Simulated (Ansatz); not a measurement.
**Carrier properties of SiC under load (space group P6_3mc)**

```yaml
crystal:
  lattice:
    - [3.05408, 0.00000, 0.00000]
    - [-1.52704, 2.64491, 0.00000]
    - [0.00000, 0.00000, 5.01103]
  atoms:
    - { symbol: Si, position: [0.33333, 0.66667, 0.49960] }
    - { symbol: Si, position: [0.66667, 0.33333, 0.99960] }
    - { symbol: C, position: [0.33333, 0.66667, 0.87540] }
    - { symbol: C, position: [0.66667, 0.33333, 0.37540] }
```

Level of theory: PBEsol with spin-orbit coupling, rigid bands (plane waves, PAW; Ansatz, a quantum-chemistry and plane-wave program). Condition of this run: hydrostatic pressure 5 GPa (the target of the relaxation). Cell: cell and atoms relaxed with PBEsol, then loaded as said.

- band gap: 2.08 eV
- electron conductivity mass (300 K, dilute): 0.43 (x), 0.43 (y), 0.26 (z) mₑ
- hole conductivity mass (300 K, dilute): 1.22 (x), 1.22 (y), 1.50 (z) mₑ
- effective density of states N_c (300 K): 1.1e19 cm⁻³
- effective density of states N_v (300 K): 6.8e19 cm⁻³
- density-of-states mass, electrons: 0.57 mₑ
- density-of-states mass, holes: 1.94 mₑ
- Seebeck coefficient, n-type 1e19 cm⁻³, 300 K: -229 μV/K
- best n-type power factor at 300 K for τ = 10 fs (best axis; densities from 1e16 to 1e21 cm⁻³ tried, whether or not they can be reached): 7.0 μW/(cm·K²) at 3e19 cm⁻³
- Seebeck coefficient, p-type 1e19 cm⁻³, 300 K: 394 μV/K

Rigid bands; masses and Seebeck coefficients take one relaxation time τ for all states and one kind of carrier; polarons and phonon drag are left out.
